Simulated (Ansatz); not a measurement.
Abridged Ansatz (an electronic-structure program) output:

```
Relaxation: its limit of steps is 50 (relax.max_steps)
Pseudopotential: Zr, paw, valence charge 12
Crystal: 2 atoms, lattice volume = 43.817 Å³
Basis set: ecut = 420 eV, 841 PW (Γ), exchange–correlation on 48×48×72 points (8 copies of the dense FFT grid, shifted against one another)
Bands: 16, of which v1, the nominal top of the filled ones, is band 12 counted from 1 (11 counted from 0)
Symmetry: 8 space group operations
k-points: 726 of 4851
Functional: x = pbesol(κ = 0.804, μ = 0.12345679012345678), c = pbesol(β = 0.046)
SCF iter   1: F=—  HF=-8257.292112 eV  |F-HF|=—  |Δ(HF+E_count)|=         —  Δρ=3.30e-3  dr2=1.82e-3  ethr=1.77e-3  ⟨swp⟩=4.8  Hψ=49413  notcnv=0
SCF iter   2: F=—  HF=-8257.291111 eV  |F-HF|=—  |Δ(HF+E_count)|=   1.00e-3  Δρ=1.91e-3  dr2=5.89e-4  ethr=7.59e-6  ⟨swp⟩=2.8  Hψ=25236  notcnv=0
SCF 1 converged in 7 iterations: F = -8257.291226 eV  dr2 = 2.07e-11
relax step   1: F+E_penalty+E_count = -8257.29122594 eV  Δ(F+E_penalty+E_count) = +0.000e0 eV  max|allowed force component| = 4.404e-2 eV/Å  Δτ_max = 0.0000 Å  (7 SCF iters, accepted)
Crystal: 2 atoms, lattice volume = 43.817 Å³
SCF iter   1: F=—  HF=-8257.292840 eV  |F-HF|=—  |Δ(HF+E_count)|=         —  Δρ=1.18e-3  dr2=3.77e-4  ethr=1.55e-6  ⟨swp⟩=2.1  Hψ=46330  notcnv=0
SCF iter   2: F=—  HF=-8257.292773 eV  |F-HF|=—  |Δ(HF+E_count)|=   6.71e-5  Δρ=6.84e-4  dr2=1.38e-4  ethr=1.55e-6  ⟨swp⟩=1.0  Hψ=11616  notcnv=0
SCF 2 converged in 6 iterations: F = -8257.292736 eV  dr2 = 1.71e-11
relax step   2: F+E_penalty+E_count = -8257.29273608 eV  Δ(F+E_penalty+E_count) = -1.510e-3 eV  max|allowed force component| = 2.316e-2 eV/Å  Δτ_max = 0.0224 Å  (6 SCF iters, accepted)
Crystal: 2 atoms, lattice volume = 43.817 Å³
SCF iter   1: F=—  HF=-8257.293398 eV  |F-HF|=—  |Δ(HF+E_count)|=         —  Δρ=1.33e-3  dr2=4.85e-4  ethr=1.90e-5  ⟨swp⟩=4.0  Hψ=40893  notcnv=0
SCF iter   2: F=—  HF=-8257.293315 eV  |F-HF|=—  |Δ(HF+E_count)|=   8.22e-5  Δρ=7.67e-4  dr2=1.76e-4  ethr=2.02e-6  ⟨swp⟩=1.0  Hψ=17426  notcnv=0
SCF 3 converged in 6 iterations: F = -8257.293269 eV  dr2 = 4.50e-11
relax step   3: F+E_penalty+E_count = -8257.29326863 eV  Δ(F+E_penalty+E_count) = -5.326e-4 eV  max|allowed force component| = 1.829e-3 eV/Å  Δτ_max = 0.0246 Å  (6 SCF iters, accepted)
SCF converged after 6 iterations
Free energy (F): -8257.293269 eV
Internal energy: -8257.222288 eV  (E = F + TS)
E sigma→0 (E₀):  -8257.257779 eV
Entropy (-TS):   -0.070980 eV (-35.490 meV/atom)
Fermi energy:    14.826145 eV
--- Forces (eV/Å), atoms counted from 1 ---
  atom   1  Zr     0.00000000     0.00182911    -0.00000000
  atom   2  Zr     0.00000000    -0.00182911     0.00000000
--- Stress (GPa, compression-positive) ---
        3.388011       0.000000      -0.000000
        0.000000       2.068370       0.000000
       -0.000000       0.000000       1.846596
  P = ⅓ Tr σ = 2.4343 GPa (24.343 kbar)
--- Relaxed structure (3 steps of the walk, 3 accepted, 0 SCFs on fresh bases) ---
  atoms:
    - { symbol: Zr, position: [0.6581462589124146, 0.31629251782482953, 0.7500000000000001] }
    - { symbol: Zr, position: [0.3418537410875851, 0.6837074821751703, 0.25] }
```

Problem. What was computed, and what are the main results?

Solution. Zr, 2 atoms in the cell, with Ansatz PBEsol, no spin-orbit coupling. The last SCF converged to F = -8257.293269 eV, or -4128.6466 eV per atom, at a pressure of 2.43 GPa. The total energy compares only with runs of the same code, potentials and settings.

The cells carry an imposed strain or load. No phonon test of stability was made. All final runs are without spin polarisation. The cell was made from Zr in the hcp (Mg type) structure (space group P6_3/mmc, No. 194) by this change: uniaxial strain ε_xx = −2.50 %.

Keys are those of Ansatz 0.2.
